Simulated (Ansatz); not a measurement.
# InAs under a change: strain tensor (xx, yy, zz, yz, xz, xy) = (−1.85, −2.70, +0.20, −0.47, +1.34, −0.47) %

The reference is InAs in the zinc blende structure (space group F-43m, No. 216; a = 6.1091 Å). Axes: x, y, z lie along the cube axes.

The change: strain tensor (xx, yy, zz, yz, xz, xy) = (−1.85, −2.70, +0.20, −0.47, +1.34, −0.47) %, atoms relaxed at fixed cell.

The values are results of r2SCAN (Ansatz, an electronic-structure program, PAW, no SOC), not measurements. Settings: 9×9×9 k-points, 0.05 eV Fermi–Dirac smearing.

```json
[
 {"quantity": "volume per atom", "base": "28.50 Å³", "changed": "27.27 Å³", "shift": "-1.23 Å³"},
 {"quantity": "space group", "base": "F-43m (No. 216)", "changed": "P1 (No. 1)", "shift": "–"},
 {"quantity": "shortest interatomic distance", "base": "4.999 bohr", "changed": "4.914 bohr", "shift": "-0.085 bohr"},
 {"quantity": "energy relative to the base (free energy F)", "base": "0 meV/atom", "changed": "+15 meV/atom", "shift": "+15 meV/atom"},
 {"quantity": "pressure (mean of the normal stresses, compression positive)", "base": "0.01 GPa", "changed": "2.79 GPa", "shift": "+2.786 GPa"},
 {"quantity": "band gap (uncertain: the edges found look like a band crossing or inverted bands; the changed cell)", "base": "0.08 eV", "changed": "0.22 eV", "shift": "+0.14 eV"},
 {"quantity": "largest internal atomic displacement", "base": "–", "changed": "0.016 Å", "shift": "–"},
 {"quantity": "stress (xx, yy, zz, yz, xz, xy; compression positive)", "base": "–", "changed": "(2.98, 3.24, 2.16, 0.38, -1.05, 0.40) GPa", "shift": "–"}
]
```

Stability against distortions was not tested. A zero or small gap of InAs can be the functional's error rather than a property of the material.
